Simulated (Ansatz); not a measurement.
## Several settings converged on TiZn3 (Pm-3m, 4 atoms in the cell)

```xyz
4
Lattice="3.8692 0.0000 0.0000 0.0000 3.8692 0.0000 0.0000 0.0000 3.8692" Properties=species:S:1:pos:R:3 pbc="T T T"
Ti     0.0000     0.0000     0.0000
Zn     0.0000     1.9346     1.9346
Zn     1.9346     0.0000     1.9346
Zn     1.9346     1.9346     0.0000
```

Base method: LDA (PW92), default PAW files made with PBE (plane waves; Ansatz, a first-principles code).

Base settings: basis.ecutwfc = 30.9 Ry; kpoints.mp_grid.grid = 9 9 9; hamiltonian.xc = lda; hamiltonian.pseudopotentials = {kind: paw} (the program's default PAW files); scf.occupations.method = fermi_dirac; scf.occupations.width = 0.0073 Ry.

Core times come from one kind of shared machine, to one figure; runs under 30 s give none.

**Zone-centre phonons against the cutoff**

In this ladder: phonons.method = dfpt.

The mesh stays at the base's, so the ladder's end is converged at best in this setting alone.

Frequencies are those of the unrelaxed cell, without the LO-TO term of polar crystals.

Only quantities that move along the ladder and can be compared are tabulated.

| basis.ecutwfc | highest zone-centre frequency (cm⁻¹) | lowest optical frequency (cm⁻¹) | core time / last (rough) |
|---|---|---|---|
| 15.4 Ry | 174.4 | 107.5 | 0.3 |
| 18.4 Ry | 274.6 | 108.7 | 0.4 |
| 21.7 Ry | 256.7 | 142.2 | 0.4 |
| 26.1 Ry | 248.9 | 134.1 | 0.5 |
| 30.9 Ry | 249.3 | 133.2 | 0.6 |
| 37.1 Ry | 249.3 | 133.3 | 0.7 |
| 46.3 Ry | 249.2 | 133.2 | 1 |

Coarsest basis.ecutwfc that holds the lowest optical frequency within 10 cm⁻¹ of the last step, with all finer ones: 21.7 Ry, at about 0.4 of the last step's time; the step before is off by 24 cm⁻¹.

Coarsest basis.ecutwfc that holds the highest zone-centre frequency within 2 cm⁻¹ of the last step, with all finer ones: 26.1 Ry; the step before is off by 7.5 cm⁻¹.

**Zone-centre phonons against the mesh**

In this ladder: phonons.method = dfpt.

Frequencies are those of the unrelaxed cell, without the LO-TO term of polar crystals.

Only quantities that move along the ladder and can be compared are tabulated.

| kpoints.mp_grid.grid | highest zone-centre frequency (cm⁻¹) | lowest optical frequency (cm⁻¹) | core time / last (rough) |
|---|---|---|---|
| 3 3 3 | 243.3 | 123.5 | – |
| 4 4 4 | 240.9 | 123.8 | – |
| 5 5 5 | 247.7 | 132.0 | – |
| 7 7 7 | 248.1 | 131.9 | 0.03 |
| 8 8 8 | 248.7 | 132.6 | 0.06 |
| 10 10 10 | 249.3 | 133.0 | 0.1 |
| 13 13 13 | 249.6 | 133.2 | 0.2 |
| 16 16 16 | 249.6 | 133.3 | 0.8 |
| 19 19 19 | 249.7 | 133.3 | 1 |

Coarsest kpoints.mp_grid.grid that holds the highest zone-centre frequency within 5 cm⁻¹ of the last step, with all finer ones: 5 5 5; the step before is off by 8.7 cm⁻¹.

Coarsest kpoints.mp_grid.grid that holds the lowest optical frequency within 2 cm⁻¹ of the last step, with all finer ones: 5 5 5; the step before is off by 9.4 cm⁻¹.

**The force threshold of a relaxation**

On TiZn₃ (P4mm, 4 atoms in the cell): one atom moved by 0.15 angstrom.

In this ladder: relax = atoms.

The mesh stays at the base's, so the ladder's end is converged at best in this setting alone.

Only quantities that move along the ladder and can be compared are tabulated.

```csv
relax.f_tol,free energy less the last step's (meV/atom),largest force left (eV/Å),relaxation steps
0.2 eV/Å,0.38,0.1578,3
0.1 eV/Å,0.00,0.0017,3
0.05 eV/Å,0.00,0.0020,3
0.03 eV/Å,0.00,0.0021,4
0.02 eV/Å,0.00,0.0021,4
0.01 eV/Å,0.00,0.0021,4
0.005 eV/Å,0.00,0.0021,4
0.001 eV/Å,0.00,0.0000,5
```

Coarsest relax.f_tol that holds the free energy within 0.2 meV/atom of the last step, with all finer ones: 0.1 eV/Å; the step before is off by 0.38 meV/atom.

Coarsest relax.f_tol that holds the largest force left within 0.005 eV/Å of the last step, with all finer ones: 0.1 eV/Å; the step before is off by 0.16 eV/Å.

On the base run: the starting cell comes from a database of computed structures (which also holds hypothetical and non-ambient phases and stackings), without a prior relaxation at this level. Its lattice was rescaled by up to half a per cent. Spin polarisation is off. In the base run, with a pressure of about -5 GPa the cell is away from its equilibrium volume at this level.

Keys are those of Ansatz 0.2.
